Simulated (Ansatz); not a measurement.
MgS: stress against strain

MgS (rock salt, Fm-3m, 16.868 Å³/atom at rest) under an equal strain ε in the (111) plane with the normal axis free, as in a coherent film. LDA in Ansatz, a plane-wave DFT program (PAW, default set), 420 eV, 11×11×11 Γ-centred mesh, Fermi-Dirac smearing 0.05 eV; ions are relaxed within the symmetry of each cell. Stress is positive for a compressed cell.

Here s stands for strain and y for stress xx.

| strain (%) | stress xx (GPa) |
|---|---|
| -2.50 | ? |
| -1.25 | 2.34 |
| -0.83 | 1.53 |
| -0.42 | 0.76 |
| 0.00 | 0.00 |
| 0.42 | -0.74 |
| 0.83 | -1.44 |
| 1.25 | -2.14 |

Fit y against s with a straight line, and predict the withheld value at s = -2.50.

Means: s 0, y 0.044. About the means, the sum of products is -8.6951 and the sum of squares of s is 4.8556; the slope is their ratio. Least squares gives y = 0.044 - 1.7907·s. Residuals (row less fit): 0.058, 0.000, -0.036, -0.044, -0.032, 0.002, 0.054; standard error 0.046 (degrees of freedom: 5). The slope gives the biaxial elastic modulus of this plane = 179 ± 2 GPa. At the withheld row, y = 0.044 - 1.7907 × (-2.50) = 4.521 GPa. The calculation gives 4.89 GPa, 0.369 GPa above the prediction (5.2 % of the range of y in the table). The row lies outside the fitted rows, so this is an extrapolation. From the scatter of the fitted rows alone, a prediction at this place has a standard error of 0.072 GPa, so the miss is 5.1 times that.

One order more, fitted to all 13 runs of the series, follows each within 0.01, so the miss is the next term of a smooth law. Rows are the converged runs of the series near zero and its far end; series whose fitted rows scatter by over a few per cent of the range, as at a crossing or softening among them, aren't shown in this form. Most that stay on the fit to the last digits aren't either.
